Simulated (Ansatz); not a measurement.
For Ge (model structure, I-43m, No. 217, 23 atoms in the cell), LDA in Ansatz (plane waves, PAW) gives:

| Item | Result |
|---|---|
| equilibrium lattice constant a | 10.380 Å |
| cohesive energy | 4.50 eV/atom |
| band gap | 0.93 eV |

### Question
What does r²SCAN+rVV10 (Ansatz, a quantum-chemistry and plane-wave program, plane waves, PAW) give for the same quantities?

### Answer

- lattice constant a: 10.447 Å (goes up by 0.6 %)
- cohesive energy: 3.95 eV/atom (drops by 0.55 eV/atom)
- band gap: 1.21 eV (goes up by 0.28 eV)

Changes are worked out from the printed values.

Unless a cell is named, each level is at its own relaxed cell (LDA 24.31, r²SCAN+rVV10 24.79 Å³/atom).

Spin–orbit coupling is included only where a level's name says +SOC; with heavier elements it mostly lowers gaps and can invert bands. Density-functional gaps are differences of (generalised) Kohn–Sham levels.

Ansatz's density-functional and Hartree–Fock values are scalar-relativistic unless marked +SOC, with PAW data made under PBE.

A model structure was made by putting elements into a prototype or built by hand; it is no filed structure, need not be a known phase, and can be a saddle point held by its symmetry.
